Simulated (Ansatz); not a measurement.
# CdSe: response to strain

Take CdSe in the wurtzite structure (space group P6_3mc, No. 186; a = 4.2475 Å, c = 6.9410 Å) as the base. Axes: x lies along a and z along c of the hexagonal cell.

Strains are applied to the cell and any free atomic positions relax.

Computed with LDA (Ansatz, a first-principles code), no spin-orbit coupling.

```json
[
 {"case": "base", "electron mass": "0.047 mₑ (at Γ)", "volume per atom": "27.11 Å³", "band gap": "0.46 eV"},
 {"case": "uniaxial strain ε_zz = −3.00 %", "electron mass": "0.050 mₑ along z, 0.054 mₑ across (at Γ)", "volume per atom": "26.30 Å³", "band gap": "0.54 eV"},
 {"case": "uniaxial strain ε_zz = −2.40 %", "electron mass": "0.049 mₑ along z, 0.053 mₑ across (at Γ)", "volume per atom": "26.46 Å³", "band gap": "0.53 eV"},
 {"case": "uniaxial strain ε_zz = −1.20 %", "electron mass": "–", "volume per atom": "26.79 Å³", "band gap": "0.51 eV"},
 {"case": "uniaxial strain ε_zz = −0.60 %", "electron mass": "0.048 mₑ (at Γ)", "volume per atom": "26.95 Å³", "band gap": "0.49 eV"}
]
```

Effective masses come from finite differences of ±0.01 Å⁻¹. No phonon test of stability was made.
